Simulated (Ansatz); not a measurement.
How far to go with the plane-wave cutoff: MoPt₂ (Imm2, 3 atoms in the cell)

```xyz
3
Lattice="-1.3856 1.9920 4.1773 1.3856 -1.9920 4.1773 1.3856 1.9920 -4.1773" Properties=species:S:1:pos:R:3 pbc="T T T"
Mo     0.0000     0.0000     0.0500
Pt     0.0000     0.0000     5.5419
Pt     0.0000     0.0000     2.8126
```

Method: PBEsol, default PAW files made with PBE (plane waves; Ansatz, a quantum-chemistry and plane-wave program).

Base settings: basis.ecutwfc = 420 eV; kpoints.mp_grid.grid = 8 8 8; hamiltonian.xc = pbesol; hamiltonian.pseudopotentials = {kind: paw} (the program's default PAW files); scf.occupations.method = gaussian; scf.occupations.width = 0.1 eV.

The second cell is the first with its lattice scaled by 0.98.

The mesh stays at the base's, so the ladder's end is converged at best in this setting alone.

The first pressure column holds Ansatz's estimate of the finite-basis (Pulay) stress, which hides part of the cutoff error; the other is without it.

Only quantities that move along the ladder and can be compared are tabulated.

The count of work is k-points × plane waves × bands × iterations; it is no time. 

The starting cell comes from a database of computed structures (which also holds hypothetical and non-ambient phases and stackings), without a prior relaxation at this level. Its lattice was rescaled by up to half a per cent. One atom was moved a little off its site on purpose. Spin polarisation is off. In the base run, with a pressure of about -9 GPa the cell is away from its equilibrium volume at this level.

Steps (basis.ecutwfc): 145 eV; 170 eV; 190 eV; 210 eV; 230 eV; 250 eV; 295 eV; 335 eV; 380 eV; 420 eV; 460 eV; 505 eV; 565 eV; 630 eV; 735 eV; 840 eV; 1010 eV.

**Question.** What is the coarsest basis.ecutwfc that holds the energy of the compressed cell less the first within 0.2 meV/atom of the last step, with all finer ones?

**Answer.** 380 eV, at 0.23 of the last step's count of work; the step before is off by 0.46 meV/atom.

**Question.** What is the coarsest basis.ecutwfc that holds the free energy within 5 meV/atom of the last step, with all finer ones?

**Answer.** 380 eV, at 0.23 of the last step's count of work; the step before is off by 18 meV/atom.

**Question.** What is the coarsest basis.ecutwfc that holds the pressure without the Pulay estimate within 0.5 GPa of the last step, with all finer ones?

**Answer.** 380 eV, at 0.23 of the last step's count of work; the step before is off by 2.4 GPa.

| basis.ecutwfc | free energy less the last step's (meV/atom) | energy of the compressed cell less the first (meV/atom) | pressure (GPa) | pressure without the Pulay estimate (GPa) | largest difference of a force vector from the last step's (eV/Å) | count of work / last |
|---|---|---|---|---|---|---|
| 145 eV | 47121.05 | -606.11 | -102.22 | -1497.56 | 1.027 | 0.073 |
| 170 eV | 22632.23 | -491.41 | -77.05 | -884.09 | 1.502 | 0.090 |
| 190 eV | 12012.59 | -165.11 | -22.28 | -547.01 | 0.853 | 0.094 |
| 210 eV | 5944.20 | 50.99 | 6.34 | -316.50 | 0.262 | 0.11 |
| 230 eV | 2686.85 | 101.39 | 5.46 | -171.62 | 0.219 | 0.13 |
| 250 eV | 1156.72 | 38.82 | -4.80 | -91.50 | 0.155 | 0.12 |
| 295 eV | 147.27 | -6.11 | -9.74 | -24.44 | 0.013 | 0.16 |
| 335 eV | 17.91 | -3.75 | -9.30 | -11.61 | 0.003 | 0.19 |
| 380 eV | 2.46 | -3.16 | -9.18 | -9.32 | 0.000 | 0.23 |
| 420 eV | 1.50 | -3.19 | -9.19 | -9.24 | 0.000 | 0.26 |
| 460 eV | 0.80 | -3.25 | -9.20 | -9.24 | 0.000 | 0.31 |
| 505 eV | 0.35 | -3.28 | -9.20 | -9.22 | 0.000 | 0.36 |
| 565 eV | 0.19 | -3.28 | -9.20 | -9.20 | 0.000 | 0.42 |
| 630 eV | 0.12 | -3.29 | -9.20 | -9.20 | 0.000 | 0.49 |
| 735 eV | 0.06 | -3.29 | -9.20 | -9.20 | 0.000 | 0.62 |
| 840 eV | 0.02 | -3.29 | -9.20 | -9.20 | 0.000 | 0.76 |
| 1010 eV | 0.00 | -3.29 | -9.20 | -9.20 | 0.000 | 1.0 |

The energy difference between the two cells stays within 1 meV/atom of the last step's from 335 eV on, the total only from 460 eV on: much of the error is common to both cells and cancels.

At the lowest cutoff the pressure without the Pulay estimate lies 1490 GPa under the last step's, the usual sign of Pulay stress in an incomplete plane-wave basis.

Keys are those of Ansatz 0.2.
